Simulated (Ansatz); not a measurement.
Input and output of a self-consistent single point for MgS (I4mm, 2 atoms in the cell) (Ansatz, a program for electronic structure).

Method: LDA (PW92), default PAW files made with PBE (plane waves; Ansatz).

The change in words: lattice scaled by 0.98; basis.ecutwfc: 30.9 Ry → 37.1 Ry. Reference geometry:
```xyz
2
Lattice="0.0000 2.6078 2.6078 2.6078 0.0000 2.6078 2.6078 2.6078 0.0000" Properties=species:S:1:pos:R:3 pbc="T T T"
Mg     0.0000     0.0000     0.0500
S      2.6078     2.6078     2.6078
```

Reference input (self-consistent single point, DFT, LDA (PW92), plane waves, default PAW files made with PBE): basis.ecutwfc = 30.9 Ry; kpoints.mp_grid.grid = 8 8 8; hamiltonian.xc = lda; hamiltonian.pseudopotentials = {kind: paw} (the program's default PAW files); scf.occupations.method = fermi_dirac; scf.occupations.width = 0.0037 Ry. This run's input differs from it in these lines:

Ansatz 0.2 input:
```diff
@@ -2,10 +2,10 @@
   lattice:
-    - [0.000000, 2.607800, 2.607800]
-    - [2.607800, 0.000000, 2.607800]
-    - [2.607800, 2.607800, 0.000000]
+    - [0.000000, 2.555644, 2.555644]
+    - [2.555644, 0.000000, 2.555644]
+    - [2.555644, 2.555644, 0.000000]
   atoms:
-    - { symbol: Mg, position_ang: [-0.000000, -0.000000, 0.050002] }
-    - { symbol: S, position_ang: [2.607800, 2.607800, 2.607800] }
+    - { symbol: Mg, position_ang: [0.000000, 0.000000, 0.049002] }
+    - { symbol: S, position_ang: [2.555644, 2.555644, 2.555644] }
 basis:
-  ecutwfc: 30.9 Ry
+  ecutwfc: 37.1 Ry
 kpoints:
```

The program printed (abridged):

```
SCF iter   1: F=—  HF=-2774.180700 eV  |F-HF|=—  |Δ(HF+E_count)|=         —  Δρ=6.95e-3  dr2=8.86e-3  ethr=1.77e-3  ⟨swp⟩=6.0  Hψ=4251  notcnv=0
all-band conjugate gradients solve this SCF's bands
preconditioner: auto → none
SCF iter   2: F=—  HF=-2774.174692 eV  |F-HF|=—  |Δ(HF+E_count)|=   6.01e-3  Δρ=2.78e-3  dr2=1.39e-3  ethr=5.53e-5  ⟨swp⟩=2.5  Hψ=1629  notcnv=0
SCF iter   3: F=—  HF=-2774.174015 eV  |F-HF|=—  |Δ(HF+E_count)|=   6.77e-4  Δρ=3.81e-4  dr2=2.50e-5  ethr=8.72e-6  ⟨swp⟩=2.0  Hψ=955  notcnv=0
SCF iter   4: F=—  HF=-2774.174009 eV  |F-HF|=—  |Δ(HF+E_count)|=   5.31e-6  Δρ=8.90e-5  dr2=3.91e-6  ethr=1.56e-7  ⟨swp⟩=2.1  Hψ=960  notcnv=0
iter 5 did not close the SCF: its close was put off for the readings that it lacked (scf_convergence_deferred on its scf_iter line)
SCF iter   5: F=-2774.174008 eV  HF=-2774.174008 eV  |F-HF|=7.56e-8  |Δ(HF+E_count)|=   1.55e-6  Δρ=1.73e-5  dr2=9.96e-8  ethr=2.45e-8  ⟨swp⟩=2.0  Hψ=912  notcnv=0
SCF iter   6: F=-2774.174008 eV  HF=-2774.174008 eV  |F-HF|=4.53e-9  |Δ(HF+E_count)|=   4.50e-8  Δρ=4.32e-6  dr2=6.12e-9  ethr=6.22e-10  ⟨swp⟩=2.9  Hψ=2715  notcnv=0
SCF 1 converged in 6 iterations: F = -2774.174008 eV  dr2 = 6.12e-9
Free energy (F): -2774.174008 eV
Internal energy: -2774.174008 eV  (E = F + TS)
E sigma→0 (E₀):  -2774.174008 eV
Fermi energy:    8.174780 eV
--- Forces (eV/Å), atoms counted from 1 ---
  atom   1  Mg     0.00000000     0.00000000    -0.16963747
  atom   2  S      0.00000000     0.00000000     0.16964299
--- Stress (GPa, compression-positive) ---
        0.865501       0.000000       0.000000
        0.000000       0.865501       0.000000
        0.000000       0.000000       1.219181
  P = ⅓ Tr σ = 0.9834 GPa (9.834 kbar)
  The stress holds the Pulay correction. Without it, at fixed plane waves, as pw.x and ABINIT print it: P = 0.9746 GPa
```

The run converged in 6 iterations. Against the reference run the free energy drops by 9.8 meV/atom, the pressure goes from -3.68 to 0.98 GPa, the largest force goes from 0.121 to 0.170 eV/Å and the gap on the mesh goes from 2.546 to 2.669 eV.

The starting cell has typed, rounded lattice constants, without a prior relaxation at this level. Its lattice was rescaled by up to half a per cent. One atom was moved a little off its site on purpose. For this run, on top of that: lattice scaled by 0.98. Ansatz's pressure includes its estimate of the finite-basis (Pulay) stress.
